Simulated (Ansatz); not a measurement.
Start from SnS (space group Pnma, No. 62; a = 10.9116 Å, b = 3.9534 Å, c = 4.1121 Å).

All numbers come from Ansatz (a program for electronic structure) PBEsol-D3(BJ), without spin-orbit coupling.

Base values:

- Gap character: indirect, Γ–Z (83 % along) → Γ
- Gap between the host's bands: 0.30 eV

Now apply this change: 0.887 holes added to each cell, a density of 5.0×10^21 cm⁻³, with a uniform compensating background at fixed cell and a 300 K Fermi–Dirac width.

Problem. Estimate the effect on the Fermi level from band edge.

Solution. The Fermi level relative to the doped band's edge (positive inside the band; to 0.05 eV) comes out as +0.80 eV.

Problem. What does the calculation give for the gap character after the change?

Solution. The gap character becomes indirect, Γ–Z (83 % along) → k = (0.200, 1/3, 0) in the run's primitive reciprocal basis (base: indirect, Γ–Z (83 % along) → Γ).

Problem. Predict the new gap between the host's bands.

Solution. The gap between the host's bands goes up by 0.16 eV to 0.46 eV.

Charged cell with a jellium background: band edges are those of the host's band count, energies are not comparable with the neutral cell, and many-body gap narrowing is missing. Semilocal Kohn–Sham gaps tend to fall short of experiment. Stability against distortions was not tested.
